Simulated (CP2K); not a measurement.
# A self-consistent single point of Al₂Pd (Fm-3m, 3 atoms in the cell) with CP2K

Method: PBEsol, GPW, DZVP-MOLOPT-SR-GTH basis, GTH-PBE potentials (GTH_POTENTIALS) run with CP2K 2026.2.

Input:

```
&GLOBAL
  PROJECT scf
  RUN_TYPE ENERGY_FORCE
  PRINT_LEVEL MEDIUM
&END GLOBAL
&FORCE_EVAL
  METHOD Quickstep
  STRESS_TENSOR ANALYTICAL
  &DFT
    BASIS_SET_FILE_NAME BASIS_MOLOPT
    POTENTIAL_FILE_NAME GTH_POTENTIALS
    &QS
      METHOD GPW
      EPS_DEFAULT 1E-10
    &END QS
    &MGRID
      CUTOFF 500
      REL_CUTOFF 60
      NGRIDS 5
    &END MGRID
    &SCF
      SCF_GUESS ATOMIC
      EPS_SCF 1E-6
      MAX_SCF 100
      ADDED_MOS 5
      &DIAGONALIZATION
        ALGORITHM STANDARD
      &END DIAGONALIZATION
      &MIXING
        METHOD BROYDEN_MIXING
        ALPHA 0.2
        NBUFFER 8
      &END MIXING
      &SMEAR ON
        METHOD GAUSSIAN
        SIGMA [eV] 0.136
      &END SMEAR
    &END SCF
    &KPOINTS
      SCHEME MONKHORST-PACK 7 7 7
    &END KPOINTS
    &XC
      &XC_FUNCTIONAL
        &PBE
          PARAMETRIZATION PBESOL
        &END PBE
      &END XC_FUNCTIONAL
    &END XC
    &PRINT
      &MO
        EIGENVALUES T
        OCCUPATION_NUMBERS T
        NDIGITS 8
        FILENAME mo
        &EACH
          QS_SCF 0
        &END EACH
        ADD_LAST NUMERIC
      &END MO
      &MULLIKEN ON
      &END MULLIKEN
    &END PRINT
  &END DFT
  &SUBSYS
    &CELL
      ABC 4.17127200 4.17127242 4.17127269
      ALPHA_BETA_GAMMA 59.99999981 60.00000549 60.00000331
      PERIODIC XYZ
    &END CELL
    &COORD
      SCALED
      Al       0.25000000     0.25000000     0.25000000
      Al       0.75000000     0.75000000     0.75000000
      Pd       0.00000000     0.00000000     0.00000000
    &END COORD
    &KIND Al
      BASIS_SET DZVP-MOLOPT-SR-GTH
      POTENTIAL GTH-PBE-q3
    &END KIND
    &KIND Pd
      BASIS_SET DZVP-MOLOPT-SR-GTH
      POTENTIAL GTH-PBE-q18
    &END KIND
  &END SUBSYS
  &PRINT
    &FORCES ON
    &END FORCES
    &STRESS_TENSOR ON
    &END STRESS_TENSOR
  &END PRINT
&END FORCE_EVAL
```

Output (repeated stretches shortened):

```
 GLOBAL| Method name                                                        CP2K
 GLOBAL| Project name                                                        scf
 GLOBAL| Run type                                                   ENERGY_FORCE

 CELL| Volume [angstrom^3]:                                            51.320476
 CELL| Vector a [angstrom]:       4.171     0.000     0.000   |a| =     4.171272
 CELL| Vector b [angstrom]:       2.086     3.612     0.000   |b| =     4.171272
 CELL| Vector c [angstrom]:       2.086     1.204     3.406   |c| =     4.171273
 CELL| Angle (b,c), alpha [degree]:                                    60.000000
 CELL| Angle (a,c), beta  [degree]:                                    60.000005
 CELL| Angle (a,b), gamma [degree]:                                    60.000003
 CELL| Numerically orthorhombic:                                              NO
 CELL| Periodicity                                                           XYZ

 DFT| Spin restricted Kohn-Sham (RKS) calculation                            RKS
 DFT| Multiplicity                                                             1
 DFT| Number of spin states                                                    1
 DFT| Charge                                                                   0
 DFT| XC density smoothing                                                  NONE
 DFT| XC derivatives                                                          PW

 QS| Method:                                                                 GPW
 QS| Density plane wave grid type                        NON-SPHERICAL FULLSPACE
 QS| Number of grid levels:                                                    5
 QS| Density cutoff [a.u.]:                                                250.0
 QS| Multi grid cutoff [a.u.]: 1) grid level                               250.0
   [... lines left out ...]
 BRILLOUIN| Wavefunction type                                            COMPLEX
 BRILLOUIN| List of Kpoints [2 Pi/Bohr]                                      172
 BRILLOUIN| Number           Weight            X              Y              Z
 BRILLOUIN|     1           0.00583       -0.42857       -0.42857       -0.42857
 BRILLOUIN|     2           0.00583       -0.42857       -0.42857       -0.28571
 BRILLOUIN|     3           0.00583       -0.42857       -0.42857       -0.14286
   [... 169 lines left out ...]
 *******************************************************************************

 Extrapolation method: initial_guess

 Re-scaling the density matrix to get the right number of electrons
                  # Electrons              Trace(P)               Scaling factor
                           24                24.000                        1.000

 Number of electrons:                                                         24
 Number of occupied orbitals:                                                 12
 Number of molecular orbitals:                                                17

 Number of orbital functions:                                                 51
 Number of independent orbital functions:                                     51
 SCF WAVEFUNCTION OPTIMIZATION

  Step     Update method      Time    Convergence         Total energy    Change
     1 NoMix/Diag. 0.20E+00      -     1.18165750      -131.8986622919 -1.32E+02
     2 Broy./Diag. 0.20E+00      -     0.26278224      -136.5599805116 -4.66E+00
     3 Broy./Diag. 0.20E+00      -     0.04098479      -132.1551239996  4.40E+00
     4 Broy./Diag. 0.20E+00      -     0.02874062      -131.3406217795  8.15E-01
     5 Broy./Diag. 0.20E+00      -     0.01296890      -131.0613831469  2.79E-01
     6 Broy./Diag. 0.20E+00      -     0.00136283      -131.3141846672 -2.53E-01
     7 Broy./Diag. 0.20E+00      -     0.00053503      -131.3334059062 -1.92E-02
     8 Broy./Diag. 0.20E+00      -     0.00010285      -131.3269905505  6.42E-03
     9 Broy./Diag. 0.20E+00      -     0.00001161      -131.3253642059  1.63E-03
    10 Broy./Diag. 0.20E+00      -     0.00000907      -131.3256863450 -3.22E-04
    11 Broy./Diag. 0.20E+00      -     0.00000046      -131.3258520914 -1.66E-04
  *** SCF run converged in    11 steps ***

  Electronic density on regular grids:        -24.0000000003       -0.0000000003
  Core density on regular grids:               23.9999999978       -0.0000000022
  Total charge density on r-space grids:       -0.0000000025
  Total charge density g-space grids:          -0.0000000025

  Overlap energy of the core charge distribution:               0.00000000000020
  Self energy of the core charge distribution:               -234.20748078006861
  Core Hamiltonian energy:                                     54.97751566449831
  Hartree energy:                                              62.00234619087365
  Exchange-correlation energy:                                -14.09735719440648
  Smearing free energy correction:                             -0.00087597260606
  Fermi energy:                                                 0.30936457048292

  Total energy:                                              -131.32585209141675
  Total energy (extrapolated to sigma->0):                   -131.32541410511371

                     Mulliken Population Analysis

 #  Atom  Element  Kind  Atomic population                           Net charge
       1     Al       1          2.459179                              0.540821
       2     Al       1          2.459187                              0.540813
       3     Pd       2         19.081633                             -1.081633
 # Total charge                             24.000000                  0.000000

 ENERGY| Total FORCE_EVAL ( QS ) energy [hartree]           -131.325847895875057

 FORCES| Atomic forces [hartree/bohr]
 FORCES|   Atom     x               y               z               |f|
 FORCES|      1  1.27764752E-11 -1.44693089E-07 -2.50194903E-08   1.46840271E-07
 FORCES|      2 -1.27757208E-11  1.47256810E-07  6.09160993E-08   1.59359152E-07
 FORCES|      3  2.51211830E-15 -1.45911577E-09 -3.52539006E-08   3.52840832E-08
 FORCES| Sum     3.26649653E-15  1.10460463E-09  6.42708429E-10
 FORCES| Total atomic force                                       1.27797712E-09

 STRESS| Analytical stress tensor [bar]
 STRESS|                        x                   y                   z
 STRESS|      x        9.58084215181E+03   3.41660073168E-03   2.43780022851E-03
 STRESS|      y        3.41660073168E-03   9.58087003052E+03  -1.05680093300E-01
 STRESS|      z        2.43780022851E-03  -1.05680093300E-01   9.58118545982E+03
 STRESS| 1/3 Trace                                             9.58096588071E+03
```

The run converged in 11 iterations.

The starting cell comes from a database of computed structures (which also holds hypothetical and non-ambient phases and stackings), without a prior relaxation at this level. Spin polarisation is off. Values carry the incompleteness of an atom-centred basis. The potentials were made for another functional than the one used.

Cost on one core of a shared machine: roughly 50 s.
